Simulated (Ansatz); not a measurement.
Hypothetical diamond Nb: pressure series

The reference is Nb in the diamond structure (space group Fd-3m, No. 227; a hypothetical phase, not in the database extracts checked).

```yaml
crystal:
  lattice:
    - [0.00000, 2.90291, 2.90291]
    - [2.90291, 0.00000, 2.90291]
    - [2.90291, 2.90291, 0.00000]
  atoms:
    - { symbol: Nb, position: [0.25000, 0.25000, 0.25000] }
    - { symbol: Nb, position: [0.00000, 0.00000, 0.00000] }
```

Cell and atoms are relaxed at each pressure.

The values are results of Ansatz (a first-principles code) PBEsol, spin-orbit coupling left out, not measurements.

| pressure (GPa) | volume per atom (Å³/atom) |
|---|---|
| 0 | 24.462 |
| 0.3 | 24.369 |
| 0.7 | 24.248 |
| 1.5 | ? |
| 3 | 23.607 |
| 5 | 23.104 |
| 7.5 | 22.529 |
| 10 | 22.008 |

Task: Fit the third-order Birch–Murnaghan form P(V) = (3B₀/2)[(V₀/V)^(7/3) − (V₀/V)^(5/3)]·[1 + (3/4)(B₀′ − 4)((V₀/V)^(2/3) − 1)] (squares taken in P) to the rows shown and predict the withheld row.

Result: Least squares on the printed values gives V₀ = 24.460 Å³/atom, B₀ = 79.8 GPa, B₀′ = 3.3; this predicts 24.018 Å³/atom, and the run gives 24.016 Å³/atom, 0.002 lower.

Load acts through the strain it causes; cell and atoms are relaxed under it. Stability against distortions was not tested. Competing high-pressure phases were not computed. The final runs are not spin-polarised.
